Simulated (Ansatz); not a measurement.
CdTe (model structure, P6₂22, No. 180, 6 atoms in the cell), treated with PBEsol (Ansatz, an electronic-structure program, PAW).

Settings: plane-wave cutoff 520 eV, 12×12×4 k mesh (along the axes of the cell as run), Fermi–Dirac smearing 0.01 eV, scalar-relativistic PAW data made under PBE.

Cell (relaxed with PBEsol):

```cif
data_Cd3Te3
_chemical_formula_sum 'Cd3 Te3'
_space_group_name_H-M_alt 'P 1'
_space_group_IT_number 1
_cell_length_a 4.52258
_cell_length_b 4.52258
_cell_length_c 10.26527
_cell_angle_alpha 90.000
_cell_angle_beta 90.000
_cell_angle_gamma 120.000
loop_
_space_group_symop_operation_xyz
  'x, y, z'
loop_
_atom_site_label
_atom_site_type_symbol
_atom_site_fract_x
_atom_site_fract_y
_atom_site_fract_z
_atom_site_occupancy
Cd1 Cd 0.50003 0.00000 0.66667 1
Cd2 Cd 0.00000 0.50003 0.33333 1
Cd3 Cd 0.49997 0.49997 0.00000 1
Te1 Te 0.50002 0.00000 0.16667 1
Te2 Te 0.00000 0.50002 0.83333 1
Te3 Te 0.49998 0.49998 0.50000 1
```

Task: Predict the band gap and smallest direct gap on the k points sampled.

Result: 
- band gap = 0.10 eV
- smallest direct gap on the k points sampled = 0.17 eV

Note: the relaxation could raise the start's symmetry but not lower it, so the cell can be a saddle point.

Spin–orbit coupling is not included; it can close the smallest gap of 0.10 eV.

Computed values are for the static lattice.

A model structure was made by putting elements into a prototype or built by hand; it is no filed structure, need not be a known phase, and can be a saddle point held by its symmetry.
